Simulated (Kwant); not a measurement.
System: In0.53Ga0.47As/In0.52Al0.48As stack with 1 barrier. One parabolic valley. Leads of mass 0.041 mₑ with the band edge at 0; grid 0.1 nm; bias 0 V, dropping linearly over the stack.

```tsv
layer	thickness (nm)	band offset (eV)	mass (mₑ)
1	2.2	0.52	0.075
```

Constants are typed, rounded textbook-type inputs, not results; the design itself was drawn at random and stands for no fabricated device.

Model: one-band effective-mass tight-binding model in one dimension, coherent, no space charge (Kwant).

Task: Work out the transmission below the barrier top from T = 1/(1 + ((ζ + 1/ζ)/2)² sinh²(κa)), ζ = (k/m_lead)/(κ/m_barrier).

Result: E = 0.0518 eV: k = 0.2361 nm⁻¹, κ = 0.9600 nm⁻¹, ζ = 0.4499, T = 0.0327. The simulation gives 0.0328, the same within the digits that matter. E = 0.1502 eV: k = 0.4020 nm⁻¹, κ = 0.8532 nm⁻¹, ζ = 0.8620, T = 0.0877. The simulation gives 0.0878, the same within the digits that matter. E = 0.2289 eV: k = 0.4963 nm⁻¹, κ = 0.7570 nm⁻¹, ζ = 1.199, T = 0.130. The simulation gives 0.130, the same within the digits that matter. What differs comes from the grid.
